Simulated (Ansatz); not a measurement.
Start from Sn (space group I4_1/amd, No. 141; a = 5.9496 Å, c = 3.2135 Å; relaxed with 0.1 eV smearing). Axes: x, y, z lie along a, b, c of the conventional cell.

The values are results of Ansatz (a quantum-chemistry and plane-wave program) PBE, without spin-orbit coupling, earlier PAW set, not measurements.

Base values:

```
Quantity           Result
---------------  --------
Volume per atom  28.44 Å³
Pressure          0.0 GPa
```

The change: biaxial strain +2.00 %, plane normal [001], relaxed out of plane (Cartesian); in-plane vectors clamped, the third vector and the atoms free.

Task: How does this affect the energy relative to the base, volume per atom and pressure?

Result: The energy grows by 6.5 meV/atom; the volume per atom rises by 0.77 Å³ to 29.21 Å³; the pressure (mean of the normal stresses, compression positive) goes from zero to -1.1 GPa.

A biaxial case was relaxed in a doubled cell and then solved in the primitive one. Stability against distortions was not tested.
